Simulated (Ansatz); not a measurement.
CsCl-type TiCo was calculated with LDA (PAW; Ansatz, a first-principles code).

Run with plane-wave cutoff 520 eV, 18×18×18 k mesh, Fermi–Dirac smearing 0.05 eV, no spin polarisation, scalar-relativistic PAW data made under PBE.

Cell (relaxed at this level):

```cif
data_CoTi
_chemical_formula_sum 'Ti1 Co1'
_space_group_name_H-M_alt 'P 1'
_space_group_IT_number 1
_cell_length_a 2.90152
_cell_length_b 2.90152
_cell_length_c 2.90152
_cell_angle_alpha 90.000
_cell_angle_beta 90.000
_cell_angle_gamma 90.000
loop_
_space_group_symop_operation_xyz
  'x, y, z'
loop_
_atom_site_label
_atom_site_type_symbol
_atom_site_fract_x
_atom_site_fract_y
_atom_site_fract_z
_atom_site_occupancy
Ti1 Ti 0.00000 0.00000 0.00000 1
Co1 Co 0.50000 0.50000 0.50000 1
```

**Question.** What does this level give for the bulk modulus B0 and pressure derivative B′ of the bulk modulus?

**Answer.** 
- bulk modulus B0: 210 GPa
- pressure derivative B′ of the bulk modulus: 4.1

The run finds no gap.

Measured, for comparison: bulk modulus 154 GPa (room temperature, no zero-point or thermal correction; as tabulated in Yamada et al. (2019), arXiv:1910.09660). Computed (rounded) less measured: bulk modulus +36 %.
